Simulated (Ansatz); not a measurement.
SiC under load (space group I-4m2), r2SCAN with spin-orbit coupling, rigid bands run with Ansatz (a first-principles code). Condition of this run: biaxial stress xx = yy = 2 GPa (compression positive) (the target of the relaxation). Band gap 1.67 eV, N_c = 9.87e18 cm⁻³ and N_v = 8.29e19 cm⁻³ at 300 K, conductivity masses along x (a = (0.00, 2.17, 2.18) Å; b = (2.17, 0.00, 2.18) Å; c = (2.17, 2.17, 0.00) Å) of 0.335 mₑ (electrons) and 0.648 mₑ (holes). Take k_BT = 0.02585 eV.

### Question
What thermal injection velocity √(2k_BT/πm) limits a ballistic channel along the direction named?

### Answer
9.30e6 cm/s for electrons and 6.68e6 cm/s for holes, a ratio of √(m_h/m_e) = 1.39, for dilute carriers.

### Question
What built-in voltage has an abrupt junction with N_A = 1e16 and N_D = 1e17 cm⁻³, all dopants ionised?

### Answer
V_bi = E_g/e − (k_BT/e) ln(N_c N_v/(N_A N_D)) = 1.67 − 0.02585 × 13.61 = 1.32 V, for the computed gap.

### Question
Find the intrinsic carrier density and the intrinsic Fermi level.

### Answer
n_i = √(N_c N_v) exp(−E_g/2k_BT) = 2.86e19 × exp(−32.30) = 2.7e5 cm⁻³. The level lies (k_BT/2) ln(N_v/N_c) = 28 meV from mid-gap (positive towards the conduction band). Each 0.1 eV added to the gap lowers n_i by a factor of 6.9.

Rigid bands with the computed gap; masses take one relaxation time for all states.
